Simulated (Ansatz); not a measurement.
Take TiB$_{2}$ (space group P6/mmm, No. 191; a = 3.017 Å, c = 3.185 Å) as the base. Axes: x lies along a and z along c of the hexagonal cell.

Computed with DFT with PBEsol, PAW potentials and a 420 eV plane-wave cutoff in Ansatz (a quantum-chemistry and plane-wave program), spin-orbit coupling left out.

Strains are applied to the cell and any free atomic positions relax.

One change was made to it. Results:

The energy rises by 20 meV/atom; the pressure (mean of the normal stresses, compression positive) goes from zero to 0.9 GPa; the band gap remains zero; the shortest interatomic distance stays 1.742 Å.

Question: What was done to the base?
A. isotropic strain −1.04 %
B. tensor shear ε_xz = +2.61 %
C. uniaxial strain ε_zz = −3.48 %

Answer: B, tensor shear ε_xz = +2.61 %. For comparison, the energy relative to the base in the other runs: uniaxial strain ε_zz = −3.48 % gives +16 meV/atom; isotropic strain −1.04 % gives +7.0 meV/atom.

The mesh was chosen for an insulator and is coarse for the gapless case. Without a gap, meshes like the base's 13×13×10 leave anisotropic stresses uncertain by several tenths of a GPa, and small strain energies with them. Whether these cells are dynamically stable was not tested. The final runs are not spin-polarised.
